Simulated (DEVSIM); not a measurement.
System: Ti/SiO2/p-Ge capacitor, at 250 K.

```tsv
layer (left to right)	material	thickness (nm)	Na (cm⁻³)
1	SiO2	14.0	-
2	Ge	440	1.8e18
```

Metal gate on the left, work function 4.33 eV. Fixed charge at the semiconductor interface 0 cm⁻² (in units of +e); no interface traps.

This is a model device: material constants are rounded textbook-type values typed into the input, and sizes, dopings and lifetimes were drawn at random. Values at 300 K; Nc and Nv go as T^1.5, mobilities as T to minus their exponent, the gap by Varshni's rule with the affinity fixed.

| parameter | SiO2 | Ge |
|---|---|---|
| gap (eV) | 9 | 0.664 |
| affinity (eV) | 0.9 | 4 |
| permittivity | 3.9 | 16 |
| Nc (cm⁻³) | - | 1.04e19 |
| Nv (cm⁻³) | - | 6e18 |
| Varshni α (eV/K) | - | 0.000477 |
| Varshni β (K) | - | 235 |

Model (solved in DEVSIM): 1D Poisson equation in equilibrium, Boltzmann statistics, complete ionisation; no quantum confinement or tunnelling. Metal contacts follow the ideal Schottky-Mott rule: no Fermi-level pinning, no interface dipoles.

The substrate doping was swept, all else fixed.

```csv
substrate doping (cm^-3),minimum of the low-frequency capacitance (μF/cm²),flat-band voltage (V)
9e16,0.101,-0.27
1.8e17,0.121,-0.28
3.6e17,[?],-0.30
9e17,0.161,-0.32
1.8e18,0.178,-0.33
```

### Question
Complete the blanks.

### Answer

- 3.6e17, minimum of the low-frequency capacitance (μF/cm²): 0.138
